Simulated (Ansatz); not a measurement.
**MgTe: energy against volume**

MgTe (zinc blende, F-43m, 32.280 Å³/atom and stress up to 0.01 GPa in the relaxed cell, cube axes along x, y and z) under an equal strain ε along all three axes. LDA in Ansatz, a plane-wave DFT program (PAW, default set), 420 eV, 9×9×9 Γ-centred mesh, Fermi-Dirac smearing 0.05 eV; ions are relaxed, or left where forces stay under 0.02 eV/Å, within the symmetry of each cell.

Here V stands for volume and E for E less E0.

| volume (Å³/atom) | E less E0 (meV/atom) | pressure (GPa) |
|---|---|---|
| 30.3821 | 15.08 | 2.67 |
| 30.8495 | 8.36 | 1.94 |
| 31.3217 | 3.67 | 1.25 |
| 31.7987 | 0.92 | 0.61 |
| 32.2805 | 0.00 | 0.01 |
| 32.7671 | 0.84 | -0.55 |
| 33.2586 | 3.36 | -1.08 |
| 33.7550 | 7.48 | -1.57 |
| 34.2563 | 13.11 | -2.03 |
| 35.2738 | ? | ? |

Problem. Fit E against V with the third-order Birch-Murnaghan form, a cubic in V^(-2/3), and predict the withheld value at V = 35.2738.

Solution. With u = V^(-2/3) - 0.0987, the rows have u = 0.0040042, 0.0029642, 0.0019398, 0.0009308, -0.0000630, -0.0010420, -0.0020065, -0.0029568, -0.0038932. Least squares gives E = 0.005 + 135.5·u + 902841·u² + 862456·u³. Residuals (row less fit): 0.001, -0.002, -0.001, 0.006, 0.000, -0.003, -0.001, 0.005, -0.001; standard error 0.004 (degrees of freedom: 5). Its minimum lies at u = -0.0000750, so V0 = (0.0986250)^(-3/2) = 32.29. There d²E/du² = 1805000 and d³E/du³ = 5175000, so B0 = (4/9) × 32.29^(-7/3) × 1805000 × 0.160218 = 38.7 GPa (the last factor turns the table's units into GPa), and B0' = 4 + (2/3) × 0.0986250 × (5175000)/1805000 = 4.2. B0' rests on the cubic coefficient alone and has a standard error of 0.1 from these residuals. At the withheld row, u = -0.0057252, so E = 0.005 + 135.5 × (-0.0057252) + 902841 × (-0.0057252)² + 862456 × (-0.0057252)³ = 28.661 meV/atom. The calculation gives 28.67 meV/atom, 0.009 meV/atom above the prediction (0.0 % of the range of E in the table). The row lies outside the fitted rows, so this is an extrapolation. The scatter of the fitted rows lies at the last printed digit.

Spin-orbit coupling is left out, which can shift these values for the heavy elements here. Other structures, which can take over under pressure, weren't tried. The same form fitted to the pressure column gives B0' = 4.2; series where the two differ by over 0.4 aren't shown. MgTe stands in this structure, whereas wurtzite is the usual form. Rows are the converged runs of the series near zero and its far end, less any whose ions stayed unrelaxed beside relaxed ones; series whose fitted rows scatter by over a few per cent of the range, as at a crossing or softening among them, aren't shown in this form.
